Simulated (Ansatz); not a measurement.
Effect of tensor shear ε_yz = +1.61 % on Bi

The parent structure is Bi (space group R-3m, No. 166; a = 4.472 Å, c = 11.265 Å (hexagonal axes); relaxed with 0.1 eV smearing). Axes: x lies along a and z along c of the hexagonal cell.

Perturbation: tensor shear ε_yz = +1.61 % (engineering shear γ = 0.0322); the atoms relax in the strained cell.

Method: PBEsol-D3(BJ) in Ansatz (plane waves to 420 eV, PAW, no spin-orbit coupling). Settings: 16×16×16 k-points, 0.1 eV Fermi–Dirac smearing.

| quantity | base | changed | shift |
|---|---|---|---|
| volume per atom | 32.52 Å³ | 32.52 Å³ | -0.008 Å³ |
| shortest interatomic distance | 3.067 Å | 3.028 Å | -0.039 Å |
| energy relative to the base (free energy F) | 0 meV/atom | +2.3 meV/atom | +2.3 meV/atom |
| pressure (mean of the normal stresses, compression positive) | 0.0 GPa | 0.1 GPa | +0.1 GPa |
| band gap | zero | zero | – |
| largest internal atomic displacement | – | 0.054 Å | – |
| stress (xx, yy, zz, yz, xz, xy; compression positive) | – | (0.6, -0.2, 0.0, -0.7, 0.0, 0.0) GPa | – |

Final structure:

```xyz
2
Lattice="2.2362 1.3515 3.7759 -2.2362 1.3515 3.7759 0.0000 -2.5217 3.7135" Properties=species:S:1:pos:R:3 pbc="T T T"
Bi     0.0000    -0.0098     2.7099
Bi     0.0000     0.1912     8.5553
```

Cost of the whole job for the changed cell (relaxation, final SCF and bands): around 6 core-minutes (rough).

Spin-orbit coupling, missing from the scalar runs, can matter with Bi. Whether these cells are dynamically stable was not tested.

Ansatz is a program for electronic structure.
